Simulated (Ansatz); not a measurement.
Cell and atoms of amorphous Si₃₀N₄₄Zr₃:

```
Zr3N44Si30
1.0
    9.55201     0.00000     0.00000
    0.00000     9.55201     0.00000
    0.00000     0.00000     9.55201
Si N Zr
30 44 3
Cartesian
  7.92231   5.11927   8.34080
  6.94498   8.31727   3.49275
  8.12890   3.16623   2.81726
  5.26400   3.65710   3.65510
  7.20221   5.75343   5.37807
  9.52154   1.18334   0.63078
  2.14425   4.28752   3.30011
  1.90388   9.42027   4.98047
  7.34153   7.98917   0.39094
  3.81301   8.18886   3.23256
  4.05380   3.29514   6.39892
  2.71004   8.66591   7.81984
  0.46733   4.99504   6.09549
  0.78848   2.57329   5.01092
  5.14506   0.03305   9.03857
  9.08018   9.37155   7.80921
  6.78125   7.79962   7.30141
  6.77941   2.72386   0.78403
  1.03135   3.50706   8.31113
  2.94064   1.84163   9.07105
  2.38948   1.47039   2.46083
  2.87776   5.60528   7.78564
  4.33844   6.93572   0.48280
  8.47918   1.16951   5.29833
  3.41097   4.21948   1.09874
  8.55743   6.43757   2.58157
  4.75458   6.00427   5.32476
  1.93818   6.60932   5.06339
  8.91101   8.12195   5.12464
  0.33109   5.10300   1.07812
  1.57847   6.17556   6.72450
  7.41279   7.59400   2.05036
  8.62042   2.69397   4.43159
  5.99437   1.45334   9.50073
  1.13816   0.50462   1.71192
  3.30654   2.35227   1.16418
  1.14125   5.19697   4.43109
  7.37019   6.76183   8.68037
  7.96341   9.39866   4.33834
  2.55284   4.20521   8.72864
  1.07866   8.76909   8.19742
  8.21473   1.26819   7.00773
  3.01847   0.21880   3.66487
  0.22676   6.79791   1.42667
  3.82323   4.23744   3.03100
  1.79004   2.64269   3.65150
  8.29554   5.09365   6.52810
  4.97777   2.53809   5.13518
  8.62543   4.75382   2.30839
  0.99682   7.98741   4.66570
  0.99924   3.43055   6.52048
  5.94518   5.01575   4.49123
  8.06737   6.83232   4.27734
  4.60101   5.30653   0.58749
  8.39906   8.17242   6.73251
  1.08513   1.94996   8.98350
  8.49995   9.32935   9.49103
  6.39526   3.05698   2.50237
  6.92875   3.77243   8.87682
  5.77242   9.28630   7.37494
  9.48362   4.69801   8.98177
  3.96102   4.97692   6.48368
  6.04805   6.81216   6.14279
  3.40858   0.14772   9.04543
  0.67203   0.92012   5.39972
  5.60288   8.21220   0.34001
  5.36659   8.72330   3.76872
  1.79922   4.59752   1.67241
  3.31766   7.68332   1.71535
  3.06033   9.18441   6.22525
  3.29677   7.12976   8.53521
  4.02675   2.19771   7.63687
  8.40724   2.24662   1.35258
  3.53163   6.91790   4.50442
  1.51731   8.25279   0.73222
  4.80284   0.35978   5.47573
  6.42661   2.16954   7.64349
```

Methods: PBE, scalar-relativistic without spin-orbit coupling (Ansatz, a first-principles code); r2SCAN, scalar-relativistic without spin-orbit coupling (Ansatz); HSE06, scalar-relativistic without spin-orbit coupling (Ansatz). Neutral PBE cell, which sets geometry, pressure and energy: sampling: a 2×2×2 Γ-centred mesh; Fermi-Dirac width 0.02 eV; no spin polarisation. Exact exchange is cut at the faces of this 10 Å cell, which leaves hybrid gaps a finite-size error.

The cell was made by melting and quenching with the CHGNet potential and then relaxed with DFT. N atoms were pushed apart under 1.9 Å during the dynamics, to hinder bonds among them. The hot cell started wider than the set density and was brought back towards it in steps. It is the lowest in DFT energy of 2 quenches. It is a model cell: composition and starting density were chosen by hand, and all elements were melted together. No dispersion term was used. The quench was far faster than any real one, so the model tends to hold more defects than a real film. A cell of this size samples the disorder only roughly. The volume was held where the preparation left it.

Q: Give the pressure and the spacing of the highest filled and lowest empty levels.

A: 
- Pressure on a 2×2×2 Γ-centred mesh: 2.49 GPa
- Largest force and stress component on that mesh (the relaxation ran on the zone centre alone): 0.09 eV/Å and 4.4 GPa
- Level gap on a 2×2×2 Γ-centred mesh (PBE): 0.95 eV
- Level gap at the zone centre (PBE): 0.94 eV
- Level gap at the zone centre (r2SCAN): 1.19 eV
- Level gap at the zone centre (HSE06): 1.97 eV
- Distance between the nearest levels spread over more than a fifth of the atoms or a third of the atoms of their main element (six at least) (PBE, zone centre): 1.80 eV

Q: At PBE and the zone centre, how localised are the states just below and above the Fermi level (participation number: the atoms over which a state spreads)?

A: The highest filled state is spread over 2.7 atoms' worth, largest on N54, with weights by element (charge in smoothed Voronoi cells) N 0.87, Si 0.12, Zr 0.01. The lowest empty state is spread over 6.6 atoms' worth, largest on Zr77, with weights by element (charge in smoothed Voronoi cells) Zr 0.53, N 0.35, Si 0.12.

At PBE the levels at the filled edge of the gap are localised (band-tail or defect states), and the nearest spread-out levels lie 1.8 eV apart at the zone centre.

Bonds are counted up to Si-Si 2.60 Å, Si-N 2.20 Å, Si-Zr 2.93 Å, N-N 1.70 Å, N-Zr 2.71 Å, Zr-Zr 3.41 Å. Two cations that share two anions don't count as bonded, nor two that share one unless they lie closer than Si-Si 2.38 Å, Si-Zr 2.85 Å, Zr-Zr 3.32 Å.

Added carriers, by Ansatz with PBE, scalar-relativistic without spin-orbit coupling on the zone centre alone. Charged cells keep the cell fixed and stand in a uniform background, with no image correction, at a width of 0.01 eV; where the count is odd the moment is locked at 1 μB, unless the neutral cell bore moments. Each starts from the undistorted neutral geometry alone. PBE's self-interaction favours spread-out carriers, so it can miss traps that a hybrid finds.

Q: What happens at PBE when the cell takes an extra electron and the atoms relax?

A: Relaxation lowers the charged cell by 0.32 eV. The largest moves are Zr77 0.14 Å, Si11 0.12 Å, N42 0.07 Å, N60 0.07 Å. The level that holds the added charge spreads over 6.6 atoms' worth, most on Zr77 (weight 0.27): a partly localised carrier. No bond crosses its cut-off with a change of over 0.15 Å (metal-metal contacts aside). Made neutral again at that geometry, the cell lies +0.30 eV from the neutral start (a closed shell was imposed there, with levels 0.38 eV apart, so this is an upper bound).

Q: What happens at PBE when the cell takes a hole and the atoms relax?

A: Relaxation lowers the charged cell by 0.48 eV. The largest moves are Si25 0.15 Å, N54 0.15 Å, N45 0.09 Å, N46 0.09 Å. The level that was emptied spreads over 2.8 atoms' worth, most on N54 (weight 0.57): a localised (trapped) carrier, which neighbours of that atom can share. No bond crosses its cut-off with a change of over 0.15 Å (metal-metal contacts aside). Made neutral again at that geometry, the cell lies +0.51 eV from the neutral start (a closed shell was imposed there, with levels 0.20 eV apart, so this is an upper bound).

A PBE run started with 1 μB on atoms that lack a bond or may hold spare charge lost its moments; other starts weren't tried.
